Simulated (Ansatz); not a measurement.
**Defect calculation: O interstitial started as a split pair with O in alpha quartz**

Computed with PBE, PAW (plane waves to 420 eV; Ansatz, an electronic-structure program). A supercell of 243 sites (3×3×3 repeats of a cell of 9 atoms) was used; the energies come from a Γ-point sampling of its zone. Site at the start: split with O. Finite-size correction: monopole term and site-potential alignment. Dielectric constants: PBE linear response of the host. Host gap at this level: 5.68 eV. Finite-size and sampling errors can reach tenths of an eV here. Levels are measured in PBE's own, too narrow, gap. Spin–orbit coupling is left out. Each state is the lowest found from its start.

Formation energies E_f are given with the Fermi level at the valence-band maximum. Chemical conditions: O-rich (Δμ(O) = 0.00 eV; only phases computed here count, gases as isolated molecules at 0 K); Si-rich (Δμ(O) = -4.16 eV; only phases computed here count, gases as isolated molecules at 0 K). Reference phases: O: O2 molecule in a box.

The name describes the start; the neighbours show where the atoms ended.

Charges with a result: 0, −1, −2. Others weren't obtained, and one of them could lie lower, also by skipping a charge.

| charge | moment (μB) | point group | largest move off a lattice site (Å) | neighbours of the last O atom of the defect at the end (Å) | image correction with alignment (eV) | E_f, O-rich (eV) | E_f, Si-rich (eV) | above the lowest spin state (eV) |
|---|---|---|---|---|---|---|---|---|
| 0 | not spin-polarised | C1 | 0.54 | O 1.48, Si 1.67, O 2.48, Si 2.53, O 2.71, O 2.76 | 0.00 | 1.99 | 6.16 | 0.00 |
| 0 | 0.0 | C1 | 0.54 | O 1.48, Si 1.67, O 2.48, Si 2.53, O 2.71, O 2.76 | 0.00 | 1.99 | 6.16 | 0.00 |
| −1 | 1.0 | C1 | 0.28 | Si 1.72, Si 1.85, O 2.02, O 2.46, O 2.56, O 2.58 | 0.25 | 4.90 | 9.06 | 0.00 |
| −2 | not spin-polarised | C1 | 0.87 | Si 1.69, Si 1.76, O 2.28, O 2.44, O 2.50, O 2.56 | 1.07 | 8.05 | 12.22 | 0.00 |

Point groups are those of the whole cell at tolerances of 0.03 and 0.1 Å ("near" where only the looser one holds); none is given for unsettled states.

Starting moments that weren't kept: charge 0 began with 2 μB and ended with 0.0.

No other site or start that was run ended lower by more than 0.1 eV.

Transition levels above the valence-band maximum: ε(0/−1) = 2.90 eV; ε(−1/−2) = 3.16 eV. On the lower envelope of the bound states, inside the gap: (0/−1) at 2.90 eV; (−1/−2) at 3.16 eV.

Flagged in the runs: a host whose relaxation on this sampling wasn't shown to rest, a strain field that reaches the edge of the cell, zone-centre sampling.
